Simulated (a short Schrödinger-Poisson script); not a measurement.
**MOS inversion layer, Si3N4 on p-type Si(111)**

Stack: MOS inversion layer, Si3N4 on p-type Si(111), at 400 K.

```csv
layer,material,thickness (nm),Na (cm⁻³)
1,Si3N4,1.9,-
2,Si,910,2.2e17
```

The device is made up for the run: typed textbook-type constants, with dimensions and the other settings drawn at random. Si3N4: permittivity 7.5, conduction-band edge (eV) 1.95, gap (eV) 5.1, electron mass (mₑ) 0.5. Si: permittivity 11.7, conduction-band edge (eV) 0, gap (eV) 1.124, Nv at 300 K (cm⁻³) 3.1e19.

Channel valleys (confinement mass, in-plane density-of-states mass, number): Δ6 0.258, 0.358, 6. At the gate the conduction-band edge of layer 1 lies 2.54 eV − eVg above the Fermi level of the channel; the field vanishes at the back. Gaps are held at their typed values at every temperature. Mesh 0.03 nm at interfaces.

From a short Schrödinger-Poisson script (our own, NumPy): 1D Poisson equation in equilibrium, electrons quantum, Hartree (BenDaniel-Duke, 12 states a valley, the channel's in-plane mass for all, wave functions free to enter the dielectric), parabolic valleys, classical holes, full ionisation, no traps, pinning or gate leakage.

| Vg (V) | electrons (cm⁻²) | C (μF/cm²) | Δ6 E0 (meV) | Δ6 E1 (meV) |
|---|---|---|---|---|
| 0.35 | 5.58e8 | 0.168 | 382.8 | 447.9 |
| 0.4 | 2.06e9 | 0.168 | 337.3 | 404.3 |
| 0.45 | 7.62e9 | 0.184 | 291.9 | 360.7 |
| 0.5 | 2.75e10 | 0.252 | 247.4 | 318.0 |
| 0.55 | 9.14e10 | 0.452 | 205.6 | 278.2 |
| 0.6 | 2.52e11 | 0.813 | 170.2 | 245.1 |
| 0.65 | 5.44e11 | 1.20 | 143.2 | 220.9 |
| 0.7 | 9.53e11 | 1.50 | 123.3 | 204.2 |
| 0.75 | 1.45e12 | 1.71 | 108.3 | 192.6 |
| 0.8 | 2.00e12 | 1.87 | 96.6 | 184.2 |
| 0.85 | 2.60e12 | 1.99 | 86.9 | 177.9 |
| 0.9 | 3.24e12 | 2.09 | 78.8 | 173.1 |
| 0.95 | 3.90e12 | 2.17 | 71.8 | 169.3 |
| 1 | 4.59e12 | 2.24 | 65.7 | 166.2 |
| 1.05 | 5.29e12 | 2.29 | 60.2 | 163.7 |
| 1.1 | 6.02e12 | 2.35 | 55.2 | 161.7 |
| 1.15 | 6.75e12 | 2.39 | 50.7 | 159.9 |
| 1.2 | 7.51e12 | 2.43 | 46.5 | 158.5 |
| 1.25 | 8.27e12 | 2.47 | 42.6 | 157.3 |
| 1.3 | 9.04e12 | 2.50 | 39.0 | 156.3 |
| 1.35 | 9.83e12 | 2.53 | 35.5 | 155.4 |

Subbands count from the Fermi level.
